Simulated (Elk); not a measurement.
A self-consistent single point of LiHfSe2 (P-3m1, 4 atoms in the cell) with Elk.

Computed with PBEsol, spin-orbit coupling in second variation, all-electron FP-LAPW, Elk's shipped species files, APW+lo basis with extra local orbitals run with Elk.

```
LiHfSe2
1.0
    3.70598     0.00000     0.00000
   -1.85299     3.20947     0.00000
    0.00000     0.00000     6.59956
Li Hf Se
1 1 2
Cartesian
  0.00000   0.00000   3.29978
  0.00000   0.00000   0.00000
  0.00000   2.13965   1.63867
  1.85299   1.06982   4.96089
```

Reference input (self-consistent single point, DFT, PBEsol, all-electron FP-LAPW, Elk's shipped species files, APW+lo basis with extra local orbitals): xctype = 22; rgkmax = 8; stype = 0; swidth = 0.00499791 Ha; ngridk = 10 10 5; gmaxvr = 14 1/bohr; nxlo = 2; lorbcnd = true; rmtscf = 0.92; lmaxi = 2. This run's input differs from it in these lines:

```diff
@@ -5,2 +5,5 @@
   22
+
+spinorb
+  .true.
 
@@ -23,2 +26,5 @@
   2
+
+nempty
+  10
```

Output, abridged:

```
│ Self-consistent loop started │
│ Loop number : 1 │
 total energy                :     -19956.0127874
 total moment                :   0.2570706828E-19  0.1353009394E-19 -0.1277821849E-21
│ Loop number : 2 │
 total energy                :     -19956.5044131
 total moment                :   0.2989146199E-19  0.2598681733E-18 -0.1122013340E-21
RMS change in Kohn-Sham potential (target) :    9.701420696     (  0.1000000000E-05)
Absolute change in total energy (target)   :   0.4916257967     (  0.1000000000E-03)
│ Loop number : 3 │
 total energy                :     -19939.5158547
   [... lines left out ...]
 total energy                :     -19958.2898968
 total moment                :   0.3656998807E-16  0.8392082947E-16  0.2232516427E-21
RMS change in Kohn-Sham potential (target) :   0.1939162376E-05 (  0.1000000000E-05)
Absolute change in total energy (target)   :   0.1113153994E-03 (  0.1000000000E-03)
│ Loop number : 18 │
 total energy                :     -19958.2899303
 total moment                :   0.3659951253E-16  0.8387787266E-16 -0.1316861082E-21
RMS change in Kohn-Sham potential (target) :   0.2432791074E-06 (  0.1000000000E-05)
Absolute change in total energy (target)   :   0.6132160706E-04 (  0.1000000000E-03)
Convergence targets achieved

│ Loop number : 19 │

Energies :
 Fermi                       :     0.281196269829
 xc effective B-field        :    -0.510611864980E-08
 external B-field            :      0.00000000000
 total energy                :     -19958.2899351
 (external B-field energy excluded from total)

Density of states at Fermi energy :    42.75117922
 (states/Hartree/unit cell)

Estimated indirect band gap :   0.8979210027E-03
 from k-point      8 to k-point     53
Estimated direct band gap   :   0.3269328741E-01
 at k-point      8

Charges :
 core                        :    82.00000000
 valence                     :    61.00000000
 interstitial                :    7.074529281
 muffin-tins (core leakage)
  species :    1 (Li)
   atom    1                 :    2.077561438     (   0.000000000    )
  species :    2 (Hf)
   [... lines left out ...]
  species :    3 (Se)
   atom    1                 :  -0.2984932482E-19 -0.1385917676E-19   0.000000000
   atom    2                 :  -0.2984932482E-19 -0.1385917676E-19   0.000000000
 total in muffin-tins        :  -0.5896166784E-19 -0.2782141586E-19  0.1701968019E-21
 total moment                :   0.3653493984E-16  0.8388697516E-16  0.2429408880E-21

│ Self-consistent loop stopped │
```

The run converged in 19 iterations. The count includes the last loop, which Elk runs after its targets are met. 

The starting cell comes from a database of computed structures (which also holds hypothetical and non-ambient phases and stackings), without a prior relaxation at this level. Values depend on the basis (sphere radii, cutoffs, local orbitals), which need not be converged. The log's line on a gap gives a spacing of levels on this mesh, which the program prints for metals too.

Cost on one core of a shared machine: roughly 3 min.
